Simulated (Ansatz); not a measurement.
GeSe (model structure, started from the 4H type, P6₃mc, No. 186, 8 atoms in the cell) was calculated with PBEsol (PAW; Ansatz, a first-principles code).

Settings: plane-wave cutoff 520 eV, 18×18×4 k mesh (along the axes of the cell as run), Fermi–Dirac smearing 0.05 eV, scalar-relativistic PAW data made under PBE.

Cell (relaxed at this level):

```cif
data_Ge4Se4
_chemical_formula_sum 'Ge4 Se4'
_space_group_name_H-M_alt 'P63mc'
_space_group_IT_number 186
_space_group_name_Hall 'P 6c -2c'
_cell_length_a 4.71259
_cell_length_b 4.71259
_cell_length_c 11.10480
_cell_angle_alpha 90.000
_cell_angle_beta 90.000
_cell_angle_gamma 120.000
loop_
_atom_site_label
_atom_site_type_symbol
_atom_site_symmetry_multiplicity
_atom_site_Wyckoff_symbol
_atom_site_fract_x
_atom_site_fract_y
_atom_site_fract_z
_atom_site_occupancy
Ge1 Ge 2 a 0.00000 0.00000 0.02338 1
Ge2 Ge 2 b 0.33333 0.66667 0.27273 1
Se1 Se 2 a 0.00000 0.00000 0.28975 1
Se2 Se 2 b 0.33333 0.66667 0.03977 1
```

Task: What does this level give for the band gap, direct gap at Γ and bulk modulus?

Result: 
band gap: 0.47 eV (on the SCF k mesh)
direct gap at Γ: 2.36 eV
bulk modulus: 36.1 GPa

Note: the bulk modulus is −V dP/dV from two relaxed cells at ±2 % in volume; the relaxation could raise the start's symmetry but not lower it, so the cell can be a saddle point.

Spin–orbit coupling is not included.

The computed numbers hold no vibrational or temperature effects.

The result took about 14 core-minutes (a rough figure).

A model structure was made by putting elements into a prototype or built by hand; it is no filed structure, need not be a known phase, and can be a saddle point held by its symmetry.
